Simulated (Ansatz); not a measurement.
Hypothetical CsCl type NbP: pressure series

The parent structure is NbP in the CsCl type structure (space group Pm-3m, No. 221; a = 3.110 Å; a hypothetical phase, not in the database extracts checked).

Cell and atoms are relaxed at each pressure.

Method: PBE/PAW in Ansatz (a program for electronic structure), scalar-relativistic without spin-orbit coupling.

| pressure (GPa) | volume per atom (Å³/atom) |
|---|---|
| -2 | 15.201 |
| -1 | 15.119 |
| 0 | 15.039 |
| 0.3 | 15.015 |
| 0.7 | ? |
| 3 | 14.814 |
| 5 | 14.671 |
| 7.5 | 14.504 |
| 10 | 14.346 |

### Question
Fit the third-order Birch–Murnaghan form P(V) = (3B₀/2)[(V₀/V)^(7/3) − (V₀/V)^(5/3)]·[1 + (3/4)(B₀′ − 4)((V₀/V)^(2/3) − 1)] (squares taken in P) to the rows shown and predict the withheld row.

### Answer
Least squares on the printed values gives V₀ = 15.039 Å³/atom, B₀ = 192 GPa, B₀′ = 4.3; this predicts 14.985 Å³/atom, and the run gives 14.984 Å³/atom, in agreement.

Load acts through the strain it causes; cell and atoms are relaxed under it. No phonon test of stability was made. Competing high-pressure phases were not computed. The final runs are not spin-polarised.
